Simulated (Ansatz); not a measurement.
Take ZnS in the zinc blende structure (space group F-43m, No. 216; a = 5.4435 Å) as the base.

(Cell as relaxed with PBE.)

Levels (all Ansatz, a quantum-chemistry and plane-wave program, PAW, earlier PAW set): PBE (420 eV, no spin-orbit coupling); PBEsol (420 eV, without spin-orbit coupling).

Each level relaxes its own structure.

```json
[
 {"base": "volume per atom", "PBE": "20.16 Å³", "PBEsol": "19.22 Å³"},
 {"base": "lattice parameter a", "PBE": "5.443 Å", "PBEsol": "5.357 Å"},
 {"base": "band gap", "PBE": "2.01 eV", "PBEsol": "2.08 eV"}
]
```

It is then changed as follows: every lattice vector is shortened by 2.27 %; the atoms relax in the strained cell.

| quantity | PBE | PBEsol |
|---|---|---|
| energy relative to the base (free energy F) | +22 meV/atom | +24 meV/atom |
| pressure | 5.59 GPa | 6.32 GPa |
| electron mass | 0.18 mₑ (at Γ) | 0.18 mₑ (at Γ) |
| band gap | 2.31 eV | 2.38 eV |

PBE's energy relative to the base lies 1.6 meV/atom below PBEsol's; PBE's pressure lies 0.73 GPa below PBEsol's; PBE's band gap lies 0.07 eV below PBEsol's; the two agree on the electron mass. Neither level is exact; PBEsol is the comparison here, not a measurement.

Effective masses come from finite differences of ±0.01 Å⁻¹. Whether these cells are dynamically stable was not tested.
